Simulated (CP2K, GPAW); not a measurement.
A GPAW input for a self-consistent single point of LaBi2ClO4 (P4/mmm, 8 atoms in the cell) (DFT LDA (Perdew-Wang 92), plane waves, GPAW PAW datasets LDA (gpaw-data 1.0.1)):

```python
from ase import Atoms
from ase.units import GPa
from gpaw import GPAW, PW, FermiDirac

atoms = Atoms(['La', 'Bi', 'Bi', 'Cl', 'O', 'O', 'O', 'O'],
              cell=[[3.988900, 0.000000, 0.000000],
                    [0.000000, 3.988900, 0.000000],
                    [0.000000, 0.000000, 9.333190]],
              positions=[[0.000000, 0.000000, 0.000000],
                         [1.994450, 1.994450, 2.598173],
                         [1.994450, 1.994450, 6.735017],
                         [0.000000, 0.000000, 4.666595],
                         [0.000000, 1.994450, 1.508803],
                         [0.000000, 1.994450, 7.824387],
                         [1.994450, 0.000000, 1.508803],
                         [1.994450, 0.000000, 7.824387]],
              pbc=True)

calc = GPAW(mode=PW(900),
            xc='LDA',
            kpts={'size': (6, 6, 3), 'gamma': True},
            occupations=FermiDirac(0.02),
            nbands=-4,
            convergence={'density': 1e-05, 'energy': 1e-05, 'bands': -2},
            symmetry={'symmorphic': False, 'tolerance': 0.0005},
            maxiter=120)

atoms.calc = calc

energy = atoms.get_potential_energy()
print('Energy (eV):', round(energy, 6))
forces = atoms.get_forces()
print('Forces (eV/Ang):')
print(forces.round(5))
stress = atoms.get_stress()
print('Stress (GPa, Voigt):', (stress / GPa).round(4))
```

**Question.** Give the CP2K input for the same structure, mesh, smearing and functional.

**Answer.** This is the input that was run; spellings and numerical settings could be chosen otherwise.

```
&GLOBAL
  PROJECT labi2clo4
  RUN_TYPE ENERGY_FORCE
  PRINT_LEVEL MEDIUM
&END GLOBAL
&FORCE_EVAL
  METHOD Quickstep
  STRESS_TENSOR ANALYTICAL
  &DFT
    BASIS_SET_FILE_NAME BASIS_MOLOPT
    BASIS_SET_FILE_NAME BASIS_MOLOPT_UCL
    POTENTIAL_FILE_NAME GTH_POTENTIALS
    &QS
      METHOD GPW
      EPS_DEFAULT 1E-10
    &END QS
    &MGRID
      CUTOFF 500
      REL_CUTOFF 50
      NGRIDS 5
    &END MGRID
    &SCF
      SCF_GUESS ATOMIC
      EPS_SCF 1E-7
      MAX_SCF 100
      ADDED_MOS 9
      &DIAGONALIZATION
        ALGORITHM STANDARD
      &END DIAGONALIZATION
      &MIXING
        METHOD BROYDEN_MIXING
        ALPHA 0.2
        NBUFFER 8
        BETA 1.5
      &END MIXING
      &SMEAR ON
        METHOD FERMI_DIRAC
        ELECTRONIC_TEMPERATURE [K] 232.09
      &END SMEAR
    &END SCF
    &KPOINTS
      SCHEME MONKHORST-PACK 6 6 3
      GAMMA_CENTERED T
    &END KPOINTS
    &XC
      &XC_FUNCTIONAL PADE
      &END XC_FUNCTIONAL
    &END XC
    &PRINT
      &MO
        EIGENVALUES T
        OCCUPATION_NUMBERS T
        NDIGITS 8
        FILENAME mo
        &EACH
          QS_SCF 0
        &END EACH
        ADD_LAST NUMERIC
      &END MO
      &MULLIKEN ON
      &END MULLIKEN
    &END PRINT
  &END DFT
  &SUBSYS
    &CELL
      A 3.98890000 0.00000000 0.00000000
      B 0.00000000 3.98890000 0.00000000
      C 0.00000000 0.00000000 9.33319000
      PERIODIC XYZ
    &END CELL
    &COORD
      SCALED
      La       0.00000000     0.00000000     0.00000000
      Bi       0.50000000     0.50000000     0.27838000
      Bi       0.50000000     0.50000000     0.72162000
      Cl       0.00000000     0.00000000     0.50000000
      O        0.00000000     0.50000000     0.16166000
      O        0.00000000     0.50000000     0.83834000
      O        0.50000000     0.00000000     0.16166000
      O        0.50000000     0.00000000     0.83834000
    &END COORD
    &KIND La
      BASIS_SET DZVP-MOLOPT-SR-GTH-q11
      POTENTIAL GTH-PADE-q11
    &END KIND
    &KIND Bi
      BASIS_SET DZVP-MOLOPT-SR-GTH-q5
      POTENTIAL GTH-PADE-q5
    &END KIND
    &KIND Cl
      BASIS_SET DZVP-MOLOPT-SR-GTH-q7
      POTENTIAL GTH-PADE-q7
    &END KIND
    &KIND O
      BASIS_SET DZVP-MOLOPT-SR-GTH-q6
      POTENTIAL GTH-PADE-q6
    &END KIND
  &END SUBSYS
  &PRINT
    &FORCES ON
    &END FORCES
    &STRESS_TENSOR ON
    &END STRESS_TENSOR
  &END PRINT
&END FORCE_EVAL
```

Basis, cutoffs, solver keys and any potentials are the target program's own. This input uses DFT LDA (Pade form), GPW, DZVP-MOLOPT-SR-GTH basis, GTH-PADE potentials (GTH_POTENTIALS). LDA parametrisations can differ slightly between programs.

The starting cell comes from a database of computed structures (which also holds hypothetical and non-ambient phases and stackings), without a prior relaxation at this level.
